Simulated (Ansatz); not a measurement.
The starting structures come from a database of crystals and need not be the phases stable at ambient conditions.

 Where the default PAW files enter, the runs use the earlier of Ansatz's two default sets.

Data:

```yaml
crystal:
  lattice:
    - [3.98333, 0.00000, 0.00000]
    - [0.00000, 5.72519, 0.00000]
    - [0.00000, 2.86259, 2.87534]
  atoms:
    - { symbol: Ba, position: [0.00000, 0.99659, 0.00682] }
    - { symbol: Ti, position: [0.50000, 0.48150, 0.03700] }
    - { symbol: O, position: [0.50000, 0.02157, 0.46978] }
    - { symbol: O, position: [0.50000, 0.50865, 0.46978] }
    - { symbol: O, position: [0.00000, 0.51180, 0.97640] }
```

Space group of this cell: Amm2. The cell is taken as given; by r2SCAN its mean pressure is -1.8 GPa.

Calculation: r2SCAN (plane waves, PAW; Ansatz, a first-principles code).

The current runs along the normal of the first two printed vectors; no spin-orbit coupling. Scaled by the factor s: all lengths (ions clamped). Meshes 8×10×10 and 8×6 across the current in all rows.

```csv
s,mean pressure (GPa),band gap (eV)
0.98,9.8,2.73
1.00,-1.8,2.56
1.02,-10.4,?
```

Problem. Take the slope of the band gap against ln s from the two given rows, extrapolate to s = 1.02, and say what the run there gives.

Solution. Slope = (2.73 − 2.56) / ln 0.98 = -8.41 eV. The line gives 2.56 + (-8.41) × ln 1.02 = 2.39 eV. The run gives 2.39 eV, as the line does.
